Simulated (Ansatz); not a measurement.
Take MgS in the rock salt structure (space group Fm-3m, No. 225; a = 5.182 Å) as the base.

Levels (all Ansatz, an electronic-structure program, PAW): PBEsol (420 eV, no SOC); HSE06 (420 eV, no spin-orbit coupling).

Its gap is 2.73 eV with PBEsol and 3.83 eV with HSE06.

The change: a hydrostatic pressure of 7.5 GPa.

With PBEsol the gap becomes 2.88 eV.

Question: If the HSE06 correction stayed the same, what would the HSE06 gap be, and what does the HSE06 run give?

Answer: A rigid correction of +1.10 eV gives 3.98 eV. The HSE06 run gives 4.02 eV, so the correction itself changes by +0.04 eV.

Single points use the geometry relaxed with PBEsol. The hybrid gap comes from the SCF mesh plus the semilocal run's edge points and a few special points and is an upper bound. Load acts through the strain it causes; cell and atoms are relaxed under it. No phonon test of stability was made. No other phases were tried under pressure.
